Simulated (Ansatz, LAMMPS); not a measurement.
Si well of 13 atomic layers along [001] in random Si0.7Ge0.3, 5 % Ge through the well. Cell 16.67 × 16.67 × 55.05 Å, Si578Ge142, 720 atoms. Prepared with Tersoff's 1989 multicomponent potential (SiCGe.tersoff) run with LAMMPS: minimisation. 

Basis: localised support functions (accuracy medium) on a full density matrix. k-points: zone centre alone; occupations: Fermi-Dirac, 0.010 eV; spin polarisation not allowed. No spin-orbit coupling.

Q: Give the gap and bonding at the level PBE, support functions at accuracy medium on the grid of 370 eV run with Ansatz (an electronic-structure program).

A: 
Kohn-Sham gap of the cell on its k-mesh: 0.42 eV
weight of the highest filled level on the well: 0.28
weight of the lowest empty level on the well: 0.90
coordination (neighbours within 2.856 Å): 100.0 % 4-fold
Ge-Ge bonds, mean ± spread: 2.468 ± 0.007 Å
Ge-Si bonds, mean ± spread: 2.425 ± 0.007 Å
Si-Si bonds, mean ± spread: 2.382 ± 0.006 Å
bond angles, mean ± spread: 109.5° ± 1.1°
pressure: -0.90 GPa
